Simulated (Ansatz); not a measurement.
Consider SiO₂ in the rutile structure (space group P4_2/mnm, No. 136; a = 4.236 Å, c = 2.690 Å).

It is then changed as follows: the cell is scaled by 1.0120 in all directions; the atoms relax in the strained cell.

All numbers come from Kohn–Sham DFT with the PBE functional, run in Ansatz (a quantum-chemistry and plane-wave program) with PAW and 420 eV plane waves, without spin-orbit coupling.

Base, band edges from the VBM (valence, conduction): A -1.47, 6.84; M -2.16, 7.03; R -1.67, 8.45; X -1.04, 7.31; Z -2.56, 8.65; Γ 0.00, 5.04 eV.

### Question
Give the band edges at the high-symmetry points of the new zone, measured from its valence-band maximum.

### Answer
| point | valence edge (eV) | conduction edge (eV) |
|---|---|---|
| Γ | 0.00 | 4.49 |
| X | -1.02 | 6.84 |
| M | -2.04 | 6.57 |
| Z | -2.45 | 8.23 |
| R | -1.57 | 8.12 |
| A | -1.38 | 6.53 |

The gap is 4.49 eV, direct at Γ.

Whether these cells are dynamically stable was not tested.
